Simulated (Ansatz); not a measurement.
Structure of amorphous Si30N42Be3 (periodic cell):

```yaml
crystal:
  lattice:
    - [9.49443, 0.14235, 0.12267]
    - [0.14235, 9.30202, -0.22280]
    - [0.12267, -0.22280, 9.32945]
  atoms:
    - { symbol: Si, position: [0.23047, 0.04541, 0.07144] }
    - { symbol: Si, position: [0.09577, 0.97281, 0.38462] }
    - { symbol: Si, position: [0.32298, 0.79570, 0.87554] }
    - { symbol: Si, position: [0.88852, 0.73232, 0.35325] }
    - { symbol: Si, position: [0.81391, 0.02626, 0.06548] }
    - { symbol: Si, position: [0.99247, 0.07155, 0.87790] }
    - { symbol: Si, position: [0.86713, 0.95253, 0.60313] }
    - { symbol: Si, position: [0.51867, 0.27510, 0.76705] }
    - { symbol: Si, position: [0.77113, 0.47765, 0.75903] }
    - { symbol: Si, position: [0.44714, 0.23009, 0.22265] }
    - { symbol: Si, position: [0.53110, 0.68477, 0.64488] }
    - { symbol: Si, position: [0.00396, 0.22723, 0.59475] }
    - { symbol: Si, position: [0.24197, 0.29120, 0.94028] }
    - { symbol: Si, position: [0.41381, 0.90987, 0.38188] }
    - { symbol: Si, position: [0.05511, 0.81407, 0.08017] }
    - { symbol: Si, position: [0.72225, 0.49220, 0.45039] }
    - { symbol: Si, position: [0.89819, 0.22411, 0.32623] }
    - { symbol: Si, position: [0.17833, 0.40186, 0.35546] }
    - { symbol: Si, position: [0.00163, 0.49390, 0.56543] }
    - { symbol: Si, position: [0.06527, 0.58137, 0.87094] }
    - { symbol: Si, position: [0.60568, 0.97373, 0.66227] }
    - { symbol: Si, position: [0.68636, 0.99845, 0.34553] }
    - { symbol: Si, position: [0.40026, 0.56637, 0.37542] }
    - { symbol: Si, position: [0.71150, 0.30984, 0.00951] }
    - { symbol: Si, position: [0.59750, 0.70356, 0.24036] }
    - { symbol: Si, position: [0.22386, 0.66379, 0.59405] }
    - { symbol: Si, position: [0.51417, 0.05567, 0.97740] }
    - { symbol: Si, position: [0.82254, 0.60465, 0.06238] }
    - { symbol: Si, position: [0.97606, 0.34214, 0.07422] }
    - { symbol: Si, position: [0.66507, 0.79185, 0.90439] }
    - { symbol: N, position: [0.81226, 0.07813, 0.24063] }
    - { symbol: N, position: [0.36658, 0.93870, 0.99371] }
    - { symbol: N, position: [0.42291, 0.74641, 0.28650] }
    - { symbol: N, position: [0.97181, 0.85618, 0.46259] }
    - { symbol: N, position: [0.31173, 0.20383, 0.10349] }
    - { symbol: N, position: [0.36178, 0.38387, 0.31177] }
    - { symbol: N, position: [0.67699, 0.56588, 0.62856] }
    - { symbol: N, position: [0.04057, 0.31879, 0.24133] }
    - { symbol: N, position: [0.09577, 0.41573, 0.95803] }
    - { symbol: N, position: [0.71773, 0.81358, 0.32900] }
    - { symbol: N, position: [0.51870, 0.29819, 0.58996] }
    - { symbol: N, position: [0.25710, 0.96723, 0.45912] }
    - { symbol: N, position: [0.49287, 0.86540, 0.56073] }
    - { symbol: N, position: [0.94513, 0.70014, 0.16978] }
    - { symbol: N, position: [0.13032, 0.94691, 0.19375] }
    - { symbol: N, position: [0.74434, 0.86750, 0.72569] }
    - { symbol: N, position: [0.35472, 0.35027, 0.81578] }
    - { symbol: N, position: [0.50513, 0.74217, 0.82460] }
    - { symbol: N, position: [0.87126, 0.19122, 0.98677] }
    - { symbol: N, position: [0.15032, 0.12714, 0.92716] }
    - { symbol: N, position: [0.20139, 0.59106, 0.40712] }
    - { symbol: N, position: [0.90207, 0.37618, 0.66650] }
    - { symbol: N, position: [0.65855, 0.67973, 0.06062] }
    - { symbol: N, position: [0.88974, 0.57126, 0.43831] }
    - { symbol: N, position: [0.87293, 0.59748, 0.88134] }
    - { symbol: N, position: [0.57324, 0.21941, 0.08065] }
    - { symbol: N, position: [0.66262, 0.95339, 0.00710] }
    - { symbol: N, position: [0.81279, 0.42875, 0.10703] }
    - { symbol: N, position: [0.39471, 0.58000, 0.57720] }
    - { symbol: N, position: [0.99606, 0.12537, 0.43826] }
    - { symbol: N, position: [0.17105, 0.71316, 0.96266] }
    - { symbol: N, position: [0.12531, 0.35041, 0.52498] }
    - { symbol: N, position: [0.53198, 0.09174, 0.79600] }
    - { symbol: N, position: [0.75929, 0.31384, 0.41116] }
    - { symbol: N, position: [0.08991, 0.59370, 0.69007] }
    - { symbol: N, position: [0.65938, 0.36945, 0.85064] }
    - { symbol: N, position: [0.24977, 0.81513, 0.70966] }
    - { symbol: N, position: [0.94785, 0.92375, 0.97494] }
    - { symbol: N, position: [0.71478, 0.05087, 0.53072] }
    - { symbol: N, position: [0.59279, 0.55168, 0.34007] }
    - { symbol: N, position: [0.96986, 0.07694, 0.69924] }
    - { symbol: N, position: [0.50859, 0.05420, 0.31033] }
    - { symbol: Be, position: [0.32048, 0.91899, 0.60725] }
    - { symbol: Be, position: [0.65525, 0.23063, 0.51339] }
    - { symbol: Be, position: [0.38660, 0.40459, 0.63416] }
```

Methods: PBE, scalar-relativistic without spin-orbit coupling (Ansatz, a quantum-chemistry and plane-wave program); r2SCAN, scalar-relativistic without spin-orbit coupling (Ansatz); HSE06, scalar-relativistic without spin-orbit coupling (Ansatz). Neutral PBE cell, which sets geometry, pressure and energy: sampling: a 2×2×2 Γ-centred mesh; Fermi-Dirac width 0.02 eV; no spin polarisation. Exact exchange is cut at the faces of this 9 Å cell, which leaves hybrid gaps a finite-size error.

Preparation: random packing, a CHGNet melt and quench, and a DFT relaxation. N atoms were pushed apart under 1.9 Å during the dynamics, to hinder bonds among them. The hot cell started wider than the set density and was brought back towards it in steps. It is the lowest in DFT energy of 2 quenches. It is a model cell: composition and starting density were chosen by hand, and all elements were melted together. No dispersion term was used. Its density started from a set value of 2.94 and ended at 2.94 g/cm³. Cooling (nominally 450 K/ps over its main leg) ran many orders faster than in experiment, which tends to leave more defects and strain. One small periodic cell is one sample of the glass; other quenches scatter about these values. The volume was held where the preparation left it and the shape relaxed.

Problem. Give the pressure and the spacing of the highest filled and lowest empty levels.

Solution. 
```json
{
  "Pressure on a 2×2×2 Γ-centred mesh": "-0.59 GPa",
  "Largest force and stress component on that mesh (the relaxation ran on the zone centre alone)": "0.10 eV/Å and 0.6 GPa",
  "Level gap on a 2×2×2 Γ-centred mesh (PBE)": "2.38 eV",
  "Level gap at the zone centre (PBE)": "2.43 eV",
  "Level gap at the zone centre (r2SCAN)": "2.90 eV",
  "Level gap at the zone centre (HSE06)": "3.75 eV",
  "Distance between the nearest levels spread over more than a fifth of the atoms or a third of the atoms of their main element (six at least) (PBE, zone centre)": "3.07 eV"
}
```

Problem. At PBE and the zone centre, how localised are the states just below and above the Fermi level (participation number: the atoms over which a state spreads)?

Solution. The highest filled state is spread over 3.8 atoms' worth, largest on N41, with weights by element (charge in smoothed Voronoi cells) N 0.86, Si 0.08, Be 0.06. The lowest empty state is spread over 20.7 atoms' worth, largest on Si30, with weights by element (charge in smoothed Voronoi cells) Si 0.51, N 0.47, Be 0.02.

At PBE the levels at the filled edge of the gap are localised (band-tail or defect states), and the nearest spread-out levels lie 3.1 eV apart at the zone centre.

Cut-offs for bonds: Si-Si 2.60 Å, Si-N 2.12 Å, Si-Be 2.28 Å, N-N 1.70 Å, N-Be 2.00 Å, Be-Be 2.11 Å. Two cations that share two anions don't count as bonded, nor two that share one unless they lie closer than Si-Si 2.38 Å, Si-Be 2.21 Å, Be-Be 2.05 Å.

Added carriers, by PBE, scalar-relativistic without spin-orbit coupling in Ansatz on the zone centre alone. Charged cells keep the cell fixed and stand in a uniform background, with no image correction, at a width of 0.01 eV; where the count is odd the moment is locked at 1 μB, unless the neutral cell bore moments. Each starts from the undistorted neutral geometry alone. PBE's self-interaction favours spread-out carriers, so it can miss traps that a hybrid finds.

Problem. What happens at PBE when the cell takes an extra electron and the atoms relax?

Solution. Relaxation lowers the charged cell by 0.36 eV. The largest moves are Si30 0.31 Å, N46 0.26 Å, N53 0.22 Å, N55 0.16 Å. The level that holds the added charge spreads over 5.6 atoms' worth, most on Si30 (weight 0.38): a localised (trapped) carrier, which neighbours of that atom can share. Bonds broken: Si30-N46. Made neutral again at that geometry, the cell lies +0.79 eV from the neutral start.

Problem. What happens at PBE when the cell takes a hole and the atoms relax?

Solution. Relaxation lowers the charged cell by 0.18 eV. The largest moves are N41 0.14 Å, N37 0.10 Å, Si8 0.10 Å, Be75 0.08 Å. The level that was emptied spreads over 4.3 atoms' worth, most on N41 (weight 0.43): a localised (trapped) carrier, which neighbours of that atom can share. No bond crosses its cut-off with a change of over 0.15 Å (metal-metal contacts aside). Made neutral again at that geometry, the cell lies +0.42 eV from the neutral start.
